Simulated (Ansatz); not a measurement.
The reference is ZrO2 (space group P4_2/nmc, No. 137; a = 3.621 Å, c = 5.284 Å).

Structures relaxed with PBE (Ansatz, a first-principles code, PAW, scalar-relativistic without spin-orbit coupling), earlier PAW set.

Base:

Simulated powder pattern, Cu Kα1, λ = 1.54056 Å (kinematic, ideal powder, no thermal factors, no anomalous dispersion; the 14 strongest lines at most, above 2 %, up to 2θ = 90°):

```
2θ (°)  I/Imax (%)    hkl
------  ----------  -----
29.89          100  (101)
33.90          9.4  (002)
35.02           13  (110)
49.53           37  (112)
50.36           20  (200)
58.20           15  (103)
59.67           27  (211)
62.10          7.5  (202)
73.98          5.7  (220)
80.51           12  (213)
81.79          5.6  (301)
82.01          5.2  (114)
83.92          3.5  (222)
84.56          3.0  (310)
```

Now apply this change: an isotropic linear strain of −0.57 %; the atoms relax in the strained cell.

### Question
Predict the new powder pattern.

### Answer

Simulated powder pattern, Cu Kα1, λ = 1.54056 Å (kinematic, ideal powder, no thermal factors, no anomalous dispersion; the 14 strongest lines at most, above 2 %, up to 2θ = 90°):

```json
[
 {"2θ (°)": "30.06", "I/Imax (%)": "100", "hkl": "(101)"},
 {"2θ (°)": "34.10", "I/Imax (%)": "9.2", "hkl": "(002)"},
 {"2θ (°)": "35.23", "I/Imax (%)": "13", "hkl": "(110)"},
 {"2θ (°)": "49.84", "I/Imax (%)": "37", "hkl": "(112)"},
 {"2θ (°)": "50.67", "I/Imax (%)": "20", "hkl": "(200)"},
 {"2θ (°)": "58.56", "I/Imax (%)": "15", "hkl": "(103)"},
 {"2θ (°)": "60.05", "I/Imax (%)": "27", "hkl": "(211)"},
 {"2θ (°)": "62.49", "I/Imax (%)": "7.3", "hkl": "(202)"},
 {"2θ (°)": "74.48", "I/Imax (%)": "5.7", "hkl": "(220)"},
 {"2θ (°)": "81.06", "I/Imax (%)": "12", "hkl": "(213)"},
 {"2θ (°)": "82.36", "I/Imax (%)": "5.6", "hkl": "(301)"},
 {"2θ (°)": "82.58", "I/Imax (%)": "5.0", "hkl": "(114)"},
 {"2θ (°)": "84.51", "I/Imax (%)": "3.5", "hkl": "(222)"},
 {"2θ (°)": "85.16", "I/Imax (%)": "3.0", "hkl": "(310)"}
]
```

The indices refer to the base's conventional cell; one index is shown for lines that coincide.

No phonon test of stability was made. This is not the structure that ZrO2 has at room temperature and ambient pressure.
